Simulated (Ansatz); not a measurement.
Start from Ge in the diamond structure (space group Fd-3m, No. 227; a = 5.675 Å). Axes: x, y, z lie along the cube axes.

The values are results of Kohn–Sham DFT with the r2SCAN functional, run in Ansatz (an electronic-structure program) with PAW and 500 eV plane waves, scalar-relativistic without spin-orbit coupling, not measurements.

It is then changed as follows: tensile biaxial strain of 2.44 % in the plane normal to [001], as in epitaxy on a mismatched substrate; the out-of-plane cell vector and the atoms relax.

### Question
Predict the new ratio −ε⊥/ε∥.

### Answer
The ratio −ε⊥/ε∥ comes out as 0.69.

### Question
Predict the new in-plane stress.

### Answer
The mean in-plane stress (compression positive) is -3.0 GPa.

### Question
What does the calculation give for the energy relative to the base after the change?

### Answer
The energy rises by 11 meV/atom.

Whether these cells are dynamically stable was not tested.
